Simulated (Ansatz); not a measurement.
Consider MoSe2 in the 2H-MoS2 type structure (space group P6_3/mmc, No. 194; a = 3.2770 Å, c = 12.7310 Å; layered, stacked along the Cartesian z axis).

(Cell as relaxed with PBE-D3(BJ).)

Levels (all Ansatz, a program for electronic structure, PAW, earlier PAW set): PBE-D3(BJ) (420 eV, scalar-relativistic without spin-orbit coupling); PBEsol-D3(BJ) (420 eV, without spin-orbit coupling).

Each level relaxes its own structure.

```tsv
base	PBE-D3(BJ)	PBEsol-D3(BJ)
volume per atom	19.73 Å³	18.56 Å³
lattice parameter a	3.277 Å	3.228 Å
band gap	0.74 eV	0.54 eV
```

Now apply this change: every Se is replaced by S; the structure is relaxed again.

```json
[
 {"quantity": "band gap", "PBE-D3(BJ)": "0.78 eV", "PBEsol-D3(BJ)": "0.52 eV"},
 {"quantity": "hole mass", "PBE-D3(BJ)": "1.0 mₑ along c, 0.61 mₑ across (at Γ)", "PBEsol-D3(BJ)": "1.1 mₑ along c, 0.50 mₑ across (at Γ)"},
 {"quantity": "volume per atom", "PBE-D3(BJ)": "17.31 Å³", "PBEsol-D3(BJ)": "16.34 Å³"},
 {"quantity": "c/a ratio", "PBE-D3(BJ)": "3.839", "PBEsol-D3(BJ)": "3.766"},
 {"quantity": "shift of the gap caused by the change", "PBE-D3(BJ)": "+0.03 eV", "PBEsol-D3(BJ)": "-0.01 eV"}
]
```

PBE-D3(BJ)'s band gap lies 0.252 eV above PBEsol-D3(BJ)'s; PBE-D3(BJ)'s volume per atom lies 0.97 Å³ above PBEsol-D3(BJ)'s (6.0 %); PBE-D3(BJ)'s c/a ratio lies 0.073 above PBEsol-D3(BJ)'s; PBE-D3(BJ)'s shift of the gap caused by the change lies 0.046 eV above PBEsol-D3(BJ)'s. Neither level is exact; PBEsol-D3(BJ) is the comparison here, not a measurement.

Effective masses come from finite differences of ±0.01 Å⁻¹. Stability against distortions was not tested.
